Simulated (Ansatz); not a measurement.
By hand: formation energy of Cl_i in Ir (fcc, Fm-3m)

Consider the formation energy of Cl_i in Ir (fcc, Fm-3m). Reaction: 64 Ir (fcc) + 1/2 Cl2 (gas) → cell A.

A: a supercell of 64 sites of Ir (fcc, Fm-3m) with Cl off the lattice sites (6 Ir at 2.18 Å); spin state with PBE: run without spin.

Method: Ansatz (an electronic-structure program), PAW, neutral cells at 0 K with nuclei at rest, on structures from PBE. Ansatz runs with its PAW set soft_1. Larger cells are relaxed from a start prepared with the learned potential CHGNet, on a coarser mesh till forces fall under 0.03 eV/Å, which some starts already meet. A dispersion term (D3(BJ), or D4 for r2SCAN) was computed beside these levels and is taken off wherever the name lacks it. Spin-orbit coupling is left out. The d electrons get no Hubbard U. Mesh and cell size may move defect energies by 0.1 eV or more. Cell A has symmetry Fm-3m within 0.02 Å and got no random move, so less symmetric positions, which may lie lower, weren't tried.

Total energies of the cells in eV, at zero smearing width. They compare only within one column; the weights balance every element.

```
cell        atoms  weight            PBE
----------  -----  ------  -------------
A: Ir:Cl_i     65      +1  -765027.65748
Ir (fcc)       64      −1  -763956.84112
Cl2 (gas)       2    −1/2    -2158.88823
```

PBE: (-765027.65748) − (-763956.84112) − 1/2 × (-2158.88823) = 8.628 eV.
